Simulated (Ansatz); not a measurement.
The (10-10) face of hcp Lu can be cut between different planes. Symmetric, stoichiometric slabs relaxed in the 1x1 cell (19.2 Å²): top plane Lu, 1.01 Å over the next in the ideal cut; top plane Lu, 2.02 Å over the next in the ideal cut.

Calculation: PBE (plane waves to 420 eV, PAW; Ansatz, a quantum-chemistry and plane-wave program).

Task: Rank these by surface energy (lowest first), as PBE gives it.

Result: the cut with an outer spacing of 1.01 Å (1.08 J/m²), the cut with an outer spacing of 2.02 Å (1.42 J/m²)
